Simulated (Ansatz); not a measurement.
The parent structure is Cs$_{2}$AgBiBr$_{6}$ (space group Fm-3m, No. 225; a = 11.187 Å). Axes: x, y, z lie along the cube axes.

Level of theory: Ansatz (a program for electronic structure) PBEsol, no spin-orbit coupling.

Base values:

| Item | Value |
|---|---|
| Hole mass | 0.17 mₑ along k, 0.69 mₑ across (at X) |
| Band gap | 1.10 eV |
| Smallest direct gap | 2.23 eV |

It is then changed as follows: biaxial strain +3.00 %, plane normal [001], relaxed out of plane (Cartesian); in-plane vectors clamped, the third vector and the atoms free.

Q: Predict the new hole mass, band gap and smallest direct gap.

A: The hole mass changes from 0.17 mₑ along k, 0.69 mₑ across (at X) to 0.18 mₑ along k, 0.51 mₑ across (at X); the band gap drops by 0.11 eV to 0.99 eV; the smallest direct gap goes up by 0.05 eV, from 2.23 eV to 2.28 eV.

With Bi present, leaving out spin-orbit coupling can change the band edges. Masses are band curvatures over ±0.01 Å⁻¹ around the edge. Along k means along the line from Γ to the band edge. No phonon test of stability was made.
